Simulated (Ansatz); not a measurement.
# Hypothetical rock salt CrGe: pressure series

The parent structure is CrGe in the rock salt structure (space group Fm-3m, No. 225; ferromagnetic; a hypothetical phase, not in the database extracts checked).

```cif
data_CrGe
_chemical_formula_sum 'Ge1 Cr1'
_space_group_name_H-M_alt 'P 1'
_space_group_IT_number 1
_cell_length_a 3.48849
_cell_length_b 3.48849
_cell_length_c 3.48849
_cell_angle_alpha 60.000
_cell_angle_beta 60.000
_cell_angle_gamma 60.000
loop_
_space_group_symop_operation_xyz
  'x, y, z'
loop_
_atom_site_label
_atom_site_type_symbol
_atom_site_fract_x
_atom_site_fract_y
_atom_site_fract_z
_atom_site_occupancy
Ge1 Ge 0.00000 0.00000 0.00000 1
Cr1 Cr 0.50000 0.50000 0.50000 1
```

Cell and atoms are relaxed at each pressure.

Computed with PBEsol (Ansatz, a first-principles code), no SOC.

Notes on the quantities. enthalpy: H = E + PV relative to the base's energy.

```tsv
case	lattice parameter a	enthalpy	largest site moment
base	4.933 Å	–	2.06 μB
pressure −2 GPa	4.961 Å	-0.19 eV/atom	2.09 μB
pressure −1 GPa	4.947 Å	-0.09 eV/atom	2.07 μB
pressure 0.3 GPa	___	+0.03 eV/atom	2.05 μB
pressure 0.7 GPa	4.924 Å	+0.07 eV/atom	2.05 μB
pressure 1.5 GPa	4.914 Å	+0.14 eV/atom	2.03 μB
pressure 3 GPa	___	+0.28 eV/atom	2.01 μB
pressure 5 GPa	___	+0.46 eV/atom	___
pressure 7.5 GPa	4.847 Å	+0.68 eV/atom	1.96 μB
pressure 10 GPa	4.822 Å	+0.90 eV/atom	1.94 μB
```

### Question
Complete the table.

### Answer

- pressure 0.3 GPa, lattice parameter a: 4.929 Å
- pressure 3 GPa, lattice parameter a: 4.896 Å
- pressure 5 GPa, lattice parameter a: 4.873 Å
- pressure 5 GPa, largest site moment: 1.99 μB

The magnetic state is the one reached from the starting moments; the real material's order can differ, and small cells can't hold many antiferromagnetic ones. Load acts through the strain it causes; cell and atoms are relaxed under it. Stability against distortions was not tested. Competing high-pressure phases were not computed.
